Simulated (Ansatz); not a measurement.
The starting structures come from a database of crystals and need not be the phases stable at ambient conditions.

By PBEsol, the system below comes out a metal.

The ballistic (Sharvin) conductance counts the channels at the Fermi level: G/A = (e²/h) × channels of both spins per area.

```yaml
crystal:
  lattice:
    - [3.68956, 0.00000, 0.00000]
    - [0.00000, 5.21783, 0.00000]
    - [0.00000, 2.60891, 2.60891]
  atoms:
    - { symbol: Ni, position: [0.50000, 0.00000, 0.50000] }
    - { symbol: Ni, position: [0.50000, 0.50000, 0.50000] }
    - { symbol: Ni, position: [0.00000, 0.50000, 0.00000] }
    - { symbol: Sn, position: [0.00000, 0.00000, 0.00000] }
```

The cell is taken as given; by PBEsol it stands under a pressure of -1.9 GPa.

The current flows along the normal of the first two printed cell vectors, the (110) plane of the conventional cell. No spin-orbit coupling; the value is a mean over 0.1 eV about the Fermi level.

Question: Estimate the ballistic conductance per area that PBEsol in Ansatz (a quantum-chemistry and plane-wave program) returns for this system.

Answer: 0.17 × 10¹⁵ S/m² for both spins.
